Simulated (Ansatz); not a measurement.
Results of PBEsol (plane waves, PAW; Ansatz, a program for electronic structure) for Sc3SnC (Pm-3m, No. 221, 5 atoms in the cell; start mp-16297).

Input:

Ansatz 0.2 input:
```yaml
crystal:
  lattice:
    - [4.4508793926, 0.0, 0.0]
    - [0.0, 4.4508793926, 0.0]
    - [0.0, 0.0, 4.4508793926]
  atoms:
    - { symbol: Sc, position: [0.0, 0.5, 0.5] }
    - { symbol: Sc, position: [0.5, 0.0, 0.5] }
    - { symbol: Sc, position: [0.5, 0.5, 0.0] }
    - { symbol: Sn, position: [0.0, 0.0, 0.0] }
    - { symbol: C, position: [0.5, 0.5, 0.5] }
basis:
  ecutwfc: 520
  ecutrho_ratio: 4
  xc_grid: 2
kpoints:
  mp_grid: { grid: [12, 12, 12] }
hamiltonian:
  xc: pbesol
  dispersion: none
  pseudopotentials: { kind: paw }
scf:
  occupations: { method: fermi_dirac, width: 0.05 }
output:
  forces: true
  stress: true
  eigenvalues: true
relax:
  f_tol: 0.004
  escape_saddle: false
  max_steps: 80
```

From the output:

```
WARN output.stress: scf.convergence.dr2_threshold = 1e-7 eV (the SCF's general default) is looser than the 5e-10 eV advised for a printed stress (1e-10 eV for …
Relaxation: its limit of steps is 80 (relax.max_steps)
Crystal: 5 atoms, lattice volume = 88.173 Å³
Basis set: ecut = 520 eV, 2373 PW (Γ), exchange–correlation on 72×72×72 points (8 copies of the dense FFT grid, shifted against one another)
Bands: 31, of which v1, the nominal top of the filled ones, is band 26 counted from 1 (25 counted from 0)
Symmetry: 48 space group operations
Space group: Pm-3m (ITA 221), of the structure as read, at distance tolerance 4.5e-5 Å
k-points: 84 of 1728
Functional: x = pbesol(κ = 0.804, μ = 0.12345679012345678), c = pbesol(β = 0.046)
SCF iter   1: F=—  HF=-12534.921766 eV  |F-HF|=—  |Δ(HF+E_count)|=         —  Δρ=1.07e-2  dr2=2.05e-1
SCF iter   2: F=—  HF=-12534.881344 eV  |F-HF|=—  |Δ(HF+E_count)|=   4.04e-2  Δρ=3.41e-3  dr2=2.12e-2
  ...
SCF iter   6: F=—  HF=-12534.875746 eV  |F-HF|=—  |Δ(HF+E_count)|=   4.57e-5  Δρ=1.87e-5  dr2=3.99e-7
SCF iter   7: F=-12534.875746 eV  HF=-12534.875746 eV  |F-HF|=3.12e-9  |Δ(HF+E_count)|=   4.13e-8  Δρ=3.60e-6  dr2=9.82e-9
SCF 1 converged in 7 iterations: F = -12534.875746 eV  dr2 = 9.82e-9
relax step   1: F+E_penalty+E_count = -12534.87574594 eV  Δ(F+E_penalty+E_count) = +0.000e0 eV  max|allowed force component| = 2.749e-28 eV/Å  Δτ_max = 0.0000 Å  (7 SCF iters, accepted)
SCF converged after 7 iterations
Free energy (F): -12534.875746 eV
Internal energy: -12534.855723 eV  (E = F + TS)
E sigma→0 (E₀):  -12534.865735 eV
Fermi energy:    12.396871 eV
--- Forces (eV/Å), atoms counted from 1 ---
  atom   1  Sc     0.00000000     0.00000000    -0.00000000
  atom   2  Sc     0.00000000    -0.00000000    -0.00000000
  atom   3  Sc     0.00000000    -0.00000000    -0.00000000
  atom   4  Sn    -0.00000000     0.00000000     0.00000000
  atom   5  C      0.00000000    -0.00000000     0.00000000
--- Stress (GPa, compression-positive) ---
        2.289406       0.000000       0.000000
       -0.000000       2.289406      -0.000000
        0.000000      -0.000000       2.289406
  P = ⅓ Tr σ = 2.2894 GPa (22.894 kbar)
```

The cell is one volume of an energy–volume scan, off the minimum.

The PAW data were made under PBE.

Note: the relaxation could not lower the start's symmetry, so the cell can be a saddle point above a distorted one.

It cost roughly 23 core-seconds of CPU time.

A start named mp-… is a Materials Project structure, which need not be a measured phase.
